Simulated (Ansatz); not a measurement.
# PbSe, response to strain

Start from PbSe in the rock salt structure (space group Fm-3m, No. 225; a = 6.178 Å). Axes: x, y, z lie along the cube axes.

Strains are applied to the cell and any free atomic positions relax; under biaxial strain the out-of-plane vector relaxes too.

Calculations: Kohn–Sham DFT with the r2SCAN functional, run in Ansatz (a quantum-chemistry and plane-wave program) with PAW and 500 eV plane waves, scalar-relativistic without spin-orbit coupling, earlier PAW set.

Question: Only one of these has no band gap. Which?
A. biaxial strain −0.55 %, plane normal [111], relaxed out of plane
B. uniaxial strain ε_xx = −1.19 %
C. biaxial strain +0.67 %, plane normal [111], relaxed out of plane
D. biaxial strain −3.89 %, plane normal [111], relaxed out of plane
E. isotropic strain −1.99 %

Answer: D, biaxial strain −3.89 %, plane normal [111], relaxed out of plane. Computed: isotropic strain −1.99 %: 0.46 eV; biaxial strain +0.67 %, plane normal [111], relaxed out of plane: 0.60 eV; biaxial strain −0.55 %, plane normal [111], relaxed out of plane: 0.59 eV; uniaxial strain ε_xx = −1.19 %: 0.63 eV; biaxial strain −3.89 %, plane normal [111], relaxed out of plane: zero

The mesh was chosen for an insulator and is coarse for the gapless case. Spin-orbit coupling, missing from the scalar runs, can matter with Pb. Whether these cells are dynamically stable was not tested. All final runs are without spin polarisation. A zero or small gap of PbSe under biaxial strain −3.89 %, plane normal [111], relaxed out of plane can be the functional's error rather than a property of the material.
